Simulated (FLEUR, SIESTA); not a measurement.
A FLEUR input for a self-consistent single point of Zr4Al3 (P6/mmm, 7 atoms in the cell) (DFT, LDA (Perdew-Zunger), all-electron FLAPW (FLEUR), scalar-relativistic valence):

Input of the input generator:

```
Zr4Al3 FLAPW
&input film=f /
10.3350388341 -0.0000004833 0.0000000000
-5.1675189985 8.9504064211 0.0000000000
0.0000000000 0.0000000000 10.2595121032
1.0
1.0 1.0 1.0

7
40 0.0000000000 0.0000000000 0.2603300000
40 0.0000000000 0.0000000000 0.7396700000
40 0.3333333333 0.6666666667 0.5000000000
40 0.6666666667 0.3333333333 0.5000000000
13 0.0000000000 0.5000000000 -0.0000000000
13 0.5000000000 0.0000000000 -0.0000000000
13 0.5000000000 0.5000000000 -0.0000000000

&comp jspins=1 /
&exco xctyp='pz' /
&kpt div1=5 div2=5 div3=4 gamma=t /
&end /
```

```xml
<?xml version="1.0" encoding="UTF-8" standalone="no"?>
<fleurInput fleurInputVersion="0.39">
   <comment>
      Zr4Al3 FLAPW                                                                                        
   </comment>
   <calculationSetup>
      <cutoffs Kmax="4.4" Gmax="13.2" GmaxXC="13.2" numbands="0"/>
      <scfLoop itmax="80" minDistance="0.00001" maxIterBroyd="15" imix="Anderson" alpha="0.05" precondParam="0.0" spinf="2.0"/>
      <coreElectrons ctail="T" frcor="F" kcrel="0" coretail_lmax="0"/>
      <xcFunctional name="pz" relativisticCorrections="F"/>
      <magnetism jspins="1"/>
      <soc l_soc="F" theta="0.0" phi="0.0" spav="F"/>
      <expertModes spex="0" secvar="F"/>
      <geometryOptimization l_f="T" forcealpha="1.0" forcemix="BFGS" epsdisp="0.00001" epsforce="0.00001"/>
      <ldaU l_linMix="F" mixParam="0.05" spinf="1.0"/>
   </calculationSetup>
   <cell>
      <bzIntegration valenceElectrons="57.0" mode="hist" fermiSmearingEnergy="0.00367493">
         <kPointListSelection listName="default-1"/>
         <!-- k-points included here -->
         <xi:include xmlns:xi="http://www.w3.org/2001/XInclude" href="kpts.xml"> </xi:include>
      </bzIntegration>
      <!-- symmetry operations included here -->
      <xi:include xmlns:xi="http://www.w3.org/2001/XInclude" href="sym.xml"> </xi:include>
      <bulkLattice scale="1.0">
         <bravaisMatrix>
            <row-1>   10.3350388341000006    -0.0000004833000000     0.0000000000000000</row-1>
            <row-2>   -5.1675189985000003     8.9504064211000003     0.0000000000000000</row-2>
            <row-3>    0.0000000000000000     0.0000000000000000    10.2595121032000005</row-3>
         </bravaisMatrix>
      </bulkLattice>
   </cell>
   <atomSpecies>
      <species name="Zirconium (Zr)" element="Zr" atomicNumber="40">
         <mtSphere radius="2.30" gridPoints="793" logIncrement="0.016"/>
         <atomicCutoffs lmax="10" lnonsphr="8"/>
         <electronConfig flipSpins="F">
            <coreConfig>(1s1/2) (2s1/2) (2p1/2) (2p3/2) (3s1/2) (3p1/2) (3p3/2) (3d3/2) (3d5/2)</coreConfig>
            <valenceConfig>(4s1/2) (4p1/2) (4p3/2) (5s1/2) (4d3/2) (4d5/2)</valenceConfig>
            <stateOccupation state="(4d3/2)" spinUp="0.4" spinDown="0.4"/>
            <stateOccupation state="(4d5/2)" spinUp="0.6" spinDown="0.6"/>
         </electronConfig>
         <energyParameters s="5" p="5" d="4" f="4"/>
         <lo type="SCLO" l="0" n="4" eDeriv="0"/>
         <lo type="SCLO" l="1" n="4" eDeriv="0"/>
      </species>
      <species name="Aluminum (Al)" element="Al" atomicNumber="13">
         <mtSphere radius="2.41" gridPoints="833" logIncrement="0.014"/>
         <atomicCutoffs lmax="10" lnonsphr="8"/>
         <electronConfig flipSpins="F">
            <coreConfig>(1s1/2) (2s1/2) (2p1/2) (2p3/2)</coreConfig>
            <valenceConfig>(3s1/2) (3p1/2) (3p3/2)</valenceConfig>
            <stateOccupation state="(3p1/2)" spinUp="0.1666666666667" spinDown="0.1666666666667"/>
            <stateOccupation state="(3p3/2)" spinUp="0.3333333333333" spinDown="0.3333333333333"/>
         </electronConfig>
         <energyParameters s="3" p="3" d="3" f="4"/>
      </species>
   </atomSpecies>
   <atomGroups>
      <atomGroup species="Zirconium (Zr)">
         <relPos label="                   1">.0000000000 .0000000000 .2603300000</relPos>
         <relPos label="                   2">.0000000000 .0000000000 -.2603300000</relPos>
         <force calculate="T" relaxXYZ="TTT"/>
      </atomGroup>
      <atomGroup species="Zirconium (Zr)">
         <relPos label="                   3">1.000/3.000 -1.000/3.000 1.000/2.000</relPos>
         <relPos label="                   4">-1.000/3.000 1.000/3.000 1.000/2.000</relPos>
         <force calculate="T" relaxXYZ="TTT"/>
      </atomGroup>
      <atomGroup species="Aluminum (Al)">
         <relPos label="                   5">.0000000000 1.000/2.000 .0000000000</relPos>
         <relPos label="                   6">1.000/2.000 .0000000000 .0000000000</relPos>
         <relPos label="                   7">1.000/2.000 1.000/2.000 .0000000000</relPos>
         <force calculate="T" relaxXYZ="TTT"/>
      </atomGroup>
   </atomGroups>
   <output dos="F" band="F" slice="F">
      <checks vchk="F" cdinf="F"/>
      <bandDOS minEnergy="-.5*Htr" maxEnergy="0.5*Htr" sigma="0.015" storeEVData="T"/>
      <vacuumDOS vacdos="F" integ="F" star="F" nstars="0" locx1="0.0" locy1="0.0" locx2="0.0" locy2="0.0" nstm="0" tworkf="0.0"/>
      <unfoldingBand unfoldBand="F" supercellX="1" supercellY="1" supercellZ="1"/>
      <plotting iplot="0" polar="F">
         <plot TwoD="T" vec1="  1.0  0.0  0.0" vec2="  0.0  1.0  0.0" vec3="  0.0  0.0  1.0" zero="  0.0  0.0  0.0" file="plot"/>
      </plotting>
      <chargeDensitySlicing numkpt="0" minEigenval="0.0" maxEigenval="0.0" nnne="0" pallst="F"/>
      <specialOutput eonly="F"/>
      <magneticCircularDichroism mcd="F" energyLo="-10.0" energyUp="0.0"/>
   </output>
  <!-- We include the file relax.xml here to enable relaxations (see documentation) -->
  <xi:include xmlns:xi="http://www.w3.org/2001/XInclude" href="relax.xml"> <xi:fallback/> </xi:include>
</fleurInput>
```

Q: Translate this input to SIESTA.

A: This is the input that was run; spellings and numerical settings could be chosen otherwise.

```
# files in the folder: Zr.psml Al.psml (PseudoDojo LDA standard)
SystemName  Zr4Al3
SystemLabel Zr4Al3

NumberOfAtoms                7
NumberOfSpecies              2
%block ChemicalSpeciesLabel
  1 40 Zr
  2 13 Al
%endblock ChemicalSpeciesLabel
LatticeConstant              1.0 Bohr
%block LatticeVectors
    10.335038787    0.000000000    0.000000000
    -5.167518449    8.950406220    0.000000000
     0.000000000    0.000000000   10.259512103
%endblock LatticeVectors
AtomicCoordinatesFormat      ScaledCartesian
%block AtomicCoordinatesAndAtomicSpecies
     0.000000000    0.000000000    2.670858786  1
     0.000000000    0.000000000    7.588653317  1
    -0.000004538    5.966940464    5.129756052  1
     5.167524876    2.983465757    5.129756052  1
    -2.583759224    4.475203110    0.000000000  2
     5.167519394    0.000000000    0.000000000  2
     2.583760169    4.475203110    0.000000000  2
%endblock AtomicCoordinatesAndAtomicSpecies

XC.functional                LDA
XC.authors                   PW92
PAO.BasisSize                DZP
PAO.EnergyShift              0.01 Ry
MeshCutoff                   400 Ry
%block kgrid.MonkhorstPack
    5   0   0  0.0
    0   5   0  0.0
    0   0   4  0.0
%endblock kgrid.MonkhorstPack
OccupationFunction           FD
ElectronicTemperature        0.1 eV

MaxSCFIterations             150
SCF.Mixer.Method             Pulay
SCF.Mixer.Weight             0.25
SCF.Mixer.History            8
SCF.DM.Tolerance             1.0E-04
Diag.ParallelOverK           true
WriteForces                  true
```

Basis, cutoffs, solver keys and any potentials are the target program's own. This input uses DFT, LDA PW92, numerical atomic orbitals DZP, PseudoDojo LDA standard norm-conserving potentials (rewritten from UPF to PSML). LDA parametrisations can differ slightly between programs.

The starting cell comes from a database of computed structures (which also holds hypothetical and non-ambient phases and stackings), without a prior relaxation at this level. Its lattice was rescaled by a random factor within 2.5 % of one.
